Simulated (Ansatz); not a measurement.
**A computed series for SnSb: response to strain**

The parent structure is SnSb in the CsCl type structure (space group Pm-3m, No. 221; a = 3.738 Å; a cell from a computed database, its experimental status unchecked; relaxed with 0.1 eV smearing). Axes: x, y, z lie along the cube axes.

Strains are applied to the cell and any free atomic positions relax; under biaxial strain the out-of-plane vector relaxes too.

Calculations: PBEsol (Ansatz, a quantum-chemistry and plane-wave program, PAW, no SOC).

Notes on the quantities. pressure: mean of the normal stresses, compression positive; energy relative to the base: free energy F.

```tsv
change	pressure	shortest interatomic distance	energy relative to the base
base	0.0 GPa	3.237 Å	0 meV/atom
biaxial strain +2.57 %, plane normal [001], relaxed out of plane	-0.2 GPa	3.247 Å	+2.5 meV/atom
uniaxial strain ε_xx = −1.98 %	1.3 GPa	3.216 Å	+2.3 meV/atom
uniaxial strain ε_xx = −0.85 %	0.5 GPa	3.228 Å	+0.4 meV/atom
uniaxial strain ε_xx = +0.79 %	-0.5 GPa	3.246 Å	+0.4 meV/atom
uniaxial strain ε_zz = −4.85 %	3.5 GPa	3.186 Å	+15 meV/atom
```

Whether these cells are dynamically stable was not tested. All final runs are without spin polarisation. An odd electron count without spin: SnSb.
